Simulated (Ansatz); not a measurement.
Levels about the gap of amorphous gallium oxide (Ga24O36) (60 atoms in a cell of 752 Å³, 4.97 g/cm³; zone centre alone, so wide bands show as single levels with stretches between that a denser mesh fills), at the geometry that PBE relaxed, where it gives 0.2 GPa on a denser mesh. Exact exchange is cut at the faces of this small cell, which leaves a finite-size error. The participation number counts the atoms over which a state spreads; weights are charges in smoothed Voronoi cells. The levels come from a single point, so bond lengths are those of that geometry. Method of the levels: HSE06, scalar-relativistic without spin-orbit coupling (Ansatz, a first-principles code). Sampling: the zone centre alone; Fermi-Dirac width 0.02 eV; no spin polarisation. At PBE the levels at the filled edge of the gap are localised (band-tail or defect states), and the nearest spread-out levels lie 2.1 eV apart at the zone centre.

Preparation: random packing, a CHGNet melt and quench, and a DFT relaxation. O atoms were pushed apart under 1.9 Å during the dynamics, to hinder bonds among them. It is the lowest in DFT energy of 2 quenches. It is a model cell: composition and starting density were chosen by hand, and all elements were melted together. No dispersion term was used. Its density started from a set value of 5.04 and ended at 4.97 g/cm³. The simulated quench (nominally 88 K/ps over its main leg) is rapid and tends to freeze in more defects than a deposited or slowly cooled glass has. A cell of this size samples the disorder only roughly. The volume was free in the relaxation, at fixed shape. Stress components on the final sampling reach 0.9 GPa.

```json
[
 {"E - E(highest filled), eV": "-0.33", "filling": "filled", "participation number": "23.3", "largest on": "O, 2 neighbours", "weight O": "0.94", "weight Ga": "0.06"},
 {"E - E(highest filled), eV": "-0.26", "filling": "filled", "participation number": "11.5", "largest on": "O, 3 neighbours", "weight O": "0.95", "weight Ga": "0.05"},
 {"E - E(highest filled), eV": "-0.22", "filling": "filled", "participation number": "17.3", "largest on": "O, 3 neighbours", "weight O": "0.94", "weight Ga": "0.06"},
 {"E - E(highest filled), eV": "-0.21", "filling": "filled", "participation number": "9.4", "largest on": "O, 2 neighbours", "weight O": "0.95", "weight Ga": "0.05"},
 {"E - E(highest filled), eV": "-0.15", "filling": "filled", "participation number": "10.4", "largest on": "O, 3 neighbours", "weight O": "0.95", "weight Ga": "0.05"},
 {"E - E(highest filled), eV": "-0.11", "filling": "filled", "participation number": "11.9", "largest on": "O, 3 neighbours", "weight O": "0.95", "weight Ga": "0.05"},
 {"E - E(highest filled), eV": "0.00", "filling": "filled", "participation number": "8.0", "largest on": "O, 2 neighbours", "weight O": "0.95", "weight Ga": "0.05"},
 {"E - E(highest filled), eV": "3.42", "filling": "empty", "participation number": "52.9", "largest on": "Ga, 4 neighbours", "weight O": "0.52", "weight Ga": "0.48"},
 {"E - E(highest filled), eV": "6.00", "filling": "empty", "participation number": "16.1", "largest on": "Ga, 4 neighbours", "weight O": "0.51", "weight Ga": "0.49"},
 {"E - E(highest filled), eV": "6.26", "filling": "empty", "participation number": "34.8", "largest on": "Ga, 5 neighbours", "weight O": "0.55", "weight Ga": "0.45"},
 {"E - E(highest filled), eV": "6.48", "filling": "empty", "participation number": "46.1", "largest on": "Ga, 5 neighbours", "weight O": "0.56", "weight Ga": "0.44"},
 {"E - E(highest filled), eV": "6.60", "filling": "empty", "participation number": "33.4", "largest on": "Ga, 5 neighbours", "weight O": "0.56", "weight Ga": "0.44"},
 {"E - E(highest filled), eV": "6.71", "filling": "empty", "participation number": "38.5", "largest on": "Ga, 4 neighbours", "weight O": "0.57", "weight Ga": "0.43"},
 {"E - E(highest filled), eV": "6.87", "filling": "empty", "participation number": "38.8", "largest on": "Ga, 4 neighbours", "weight O": "0.54", "weight Ga": "0.46"}
]
```

Most localised among these is the filled level at +0.00 eV, on a O atom, which has 2 neighbours (Ga 1.80 Å, Ga 1.82 Å).
